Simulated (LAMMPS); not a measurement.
Simulation of a melt made from SiC (zinc blende), 512 atoms, at 2320 K and 0 GPa, brought to that temperature within a few picoseconds.

Method: classical MD, pair style meam, file SiC.meam (LAMMPS).

Task: Give number structure factor against q (1/Å) as the simulation yields it.

Result: State found: slow or partial motion within 42 ps, no clear phase.
| q (1/Å) | number structure factor |
|---|---|
| 0.7400 | 0.130 |
| 0.9400 | 0.113 |
| 1.140 | 0.106 |
| 1.340 | 0.122 |
| 1.540 | 0.155 |
| 1.740 | 0.217 |
| 1.940 | 0.367 |
| 2.140 | 0.623 |
| 2.340 | 0.893 |
| 2.540 | 1.04 |
| 2.740 | 1.04 |
| 2.940 | 0.966 |
| 3.140 | 0.928 |
| 3.340 | 0.964 |
| 3.540 | 1.06 |
| 3.740 | 1.18 |
| 3.940 | 1.29 |
| 4.140 | 1.31 |
| 4.340 | 1.24 |
| 4.540 | 1.10 |
| 4.740 | 0.956 |
| 4.940 | 0.847 |
| 5.140 | 0.792 |
| 5.340 | 0.782 |
| 5.540 | 0.810 |
| 5.740 | 0.871 |
| 5.940 | 0.951 |
| 6.140 | 1.03 |
| 6.340 | 1.09 |
| 6.540 | 1.12 |
| 6.740 | 1.12 |
| 6.940 | 1.10 |
| 7.140 | 1.07 |
| 7.340 | 1.04 |
| 7.540 | 1.01 |
| 7.740 | 0.974 |
| 7.940 | 0.948 |
| 8.140 | 0.931 |
| 8.340 | 0.926 |
| 8.540 | 0.931 |
| 8.740 | 0.945 |
| 8.940 | 0.970 |
| 9.140 | 0.999 |
| 9.340 | 1.03 |
| 9.540 | 1.05 |
| 9.740 | 1.06 |
| 9.940 | 1.07 |
| 10.14 | 1.06 |
| 10.34 | 1.04 |
| 10.54 | 1.01 |
| 10.74 | 0.986 |
| 10.94 | 0.964 |
| 11.14 | 0.950 |
| 11.34 | 0.945 |
| 11.54 | 0.948 |
| 11.74 | 0.958 |
| 11.94 | 0.974 |

Caution: enthalpy drifts during the constant-pressure average: a transition or slow ageing; fluctuation values are void. Caution: at ambient pressure real SiC sublimes or decomposes before or as it melts, so this liquid is the model's.
